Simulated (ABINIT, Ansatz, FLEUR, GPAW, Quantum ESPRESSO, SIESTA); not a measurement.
**One structure in several programs: TiNbB4 (P6/mmm, 6 atoms in the cell)**

Self-consistent single point.

```
TiNbB4
1.0
    3.08703     0.00000     0.00000
   -1.54351     2.67345     0.00000
    0.00000     0.00000     6.59943
Ti Nb B
1 1 4
Direct
  0.00000   0.00000   0.50000
  0.00000   0.00000   0.00000
  0.33333   0.66667   0.74077
  0.66667   0.33333   0.25923
  0.66667   0.33333   0.74077
  0.33333   0.66667   0.25923
```

All programs got the same cell, k-point mesh and kind of occupations (in Ansatz's words: kpoints.mp_grid.grid = 10 10 4; scf.occupations.method = fermi_dirac; scf.occupations.width = 0.1 eV); potentials, basis and cutoffs are each program's usual ones.

| code | model | pressure (GPa) | largest force (eV/Å) | k-points | cutoff |
|---|---|---|---|---|---|
| ABINIT | PBEsol, norm-conserving pseudopotentials (PseudoDojo nc-sr-04 PBEsol standard) | -9.75 | 0.103 | 42 | 1143 eV |
| Ansatz | PBEsol, PAW files made with PBE | -10.31 | 0.105 | 42 | default |
| GPAW | PBEsol, GPAW PAW datasets PBEsol (made by gpaw-setup) | – | 0.155 | 42 | 900 eV |
| Quantum ESPRESSO | PBEsol, SSSP 1.1.2 efficiency (PBE) pseudopotentials | -10.70 | 0.101 | 42 | 50 Ry |
| SIESTA | GGA PBEsol, numerical atomic orbitals DZP, PseudoDojo PBEsol standard norm-conserving potentials (rewritten from UPF to PSML) | -9.03 | 0.151 | 227 | grid 400 Ry |
| FLEUR | PBEsol, all-electron FLAPW (FLEUR), scalar-relativistic valence | – | 0.101 | 42 | Kmax 3.9 1/bohr |

A dash marks a value that a program does not give, or that is left out as unsure.

The spread over the programs that give each value: pressure within 1.67 GPa; largest force within 0.054 eV/Å.

The starting cell comes from a database of computed structures (which also holds hypothetical and non-ambient phases and stackings), without a prior relaxation at this level. Its lattice was rescaled by a random factor within 2.5 % of one. On Ansatz's run: Spin polarisation is off. In the base run, with a pressure of about -10 GPa the cell is away from its equilibrium volume at this level.

Task: Why do the programs differ, and what cannot be compared?

Result: Differences of this kind can come from the potentials, where these differ, and from what each basis and cutoff leave unconverged. The zero of total energies and Fermi levels follows the potentials and each program's conventions, so they are not compared here. SIESTA uses small atom-centred bases, whose incompleteness enters pressures, forces and empty levels differently from a plane-wave cutoff. FLEUR treats all electrons, but the usual bases taken here (sphere radii, linearisation, local orbitals, empty states) were not tested for convergence, so the values are no reference for the others. Ansatz's pressure is given at a fixed set of plane waves, as the other plane-wave codes print theirs; with its correction for the finite basis it is -10.18 GPa. The pressure of GPAW is left out: its cutoff lies under the one at which its stress was checked. The programs reduce the same mesh by symmetry to different extents, which changes the work and not the result. In the pressure, SIESTA (by 1.28) lies more than 1 GPa from the median of the plane-wave programs.

Left out of this page: Elk (not drawn, or without a comparable value).

Ansatz is a first-principles code.

Keys are those of Ansatz 0.2.
